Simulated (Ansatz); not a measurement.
The reference is C in the diamond structure (space group Fd-3m, No. 227; a = 3.560 Å). Axes: x, y, z lie along the cube axes.

Level of theory: Kohn–Sham DFT with the r2SCAN functional, run in Ansatz (an electronic-structure program) with PAW and 500 eV plane waves, no spin-orbit coupling.

Strains are applied to the cell and any free atomic positions relax; under biaxial strain the out-of-plane vector relaxes too.

One change was made to it. Results:

```json
[
 {"quantity": "valence-band top at Γ (three highest levels, from the VBM)", "base": "0.00, 0.00, 0.00 eV", "after": "0.00, -0.12, -0.39 eV"},
 {"quantity": "pressure (mean of the normal stresses, compression positive)", "base": "0.00 GPa", "after": "0.94 GPa"},
 {"quantity": "band gap", "base": "4.36 eV", "after": "3.92 eV"},
 {"quantity": "energy relative to the base (free energy F)", "base": "0 meV/atom", "after": "+10 meV/atom"}
]
```

Q: Name the change that was made.
A. uniaxial strain ε_xx = +3.77 %
B. strain tensor (xx, yy, zz, yz, xz, xy) = (+1.34, −0.36, −1.12, +0.11, −0.94, +0.43) %
C. biaxial strain +0.21 %, plane normal [110], relaxed out of plane
D. uniaxial strain ε_xx = +0.79 %
E. tensor shear ε_yz = +3.39 %

A: B, strain tensor (xx, yy, zz, yz, xz, xy) = (+1.34, −0.36, −1.12, +0.11, −0.94, +0.43) %. For comparison, the band gap in the other runs: biaxial strain +0.21 %, plane normal [110], relaxed out of plane gives 4.34 eV; uniaxial strain ε_xx = +3.77 % gives 3.79 eV; tensor shear ε_yz = +3.39 % gives 3.59 eV; uniaxial strain ε_xx = +0.79 % gives 4.24 eV.

A biaxial case was relaxed in a doubled cell and then solved in the primitive one. Stability against distortions was not tested.
